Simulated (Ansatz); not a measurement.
The starting structures come from a database of crystals and need not be the phases stable at ambient conditions.

The decay constant κ of evanescent states in the gap governs leakage through a thin film.

Consider the following.

```yaml
crystal:
  lattice:
    - [6.51340, 0.00000, 0.00000]
    - [1.99694, 7.56641, 0.00000]
    - [0.00000, 0.00000, 4.17146]
  atoms:
    - { symbol: Ca, position: [0.32935, 0.92124, 0.25000] }
    - { symbol: Ca, position: [0.67065, 0.07876, 0.75000] }
    - { symbol: Bi, position: [0.32426, 0.40715, 0.25000] }
    - { symbol: Bi, position: [0.67574, 0.59285, 0.75000] }
    - { symbol: Cl, position: [0.94445, 0.81503, 0.25000] }
    - { symbol: Cl, position: [0.05555, 0.18497, 0.75000] }
    - { symbol: O, position: [0.47090, 0.40194, 0.75000] }
    - { symbol: O, position: [0.52910, 0.59806, 0.25000] }
    - { symbol: O, position: [0.48864, 0.85720, 0.75000] }
    - { symbol: O, position: [0.51136, 0.14280, 0.25000] }
```

Space group of this cell: P2_1/m. The cell is taken as given; by r2SCAN its mean pressure is -2.8 GPa.

Transport runs along the normal of the first two printed cell vectors.

The gap is the functional's own. No spin-orbit coupling. Mid-gap values are interpolated on the energy grid.

**Question.** Give the band gap and the smallest decay constant κ at mid-gap that r2SCAN (Ansatz, a quantum-chemistry and plane-wave program) yields.

**Answer.** Gap 3.96 eV on a 6×4×8 mesh; κ = 0.391 1/Å, at (0.500, 0.500) of the in-plane reciprocal vectors. At the zone centre, at the nearest computed energy, the slowest state has κ = 0.46 1/Å.
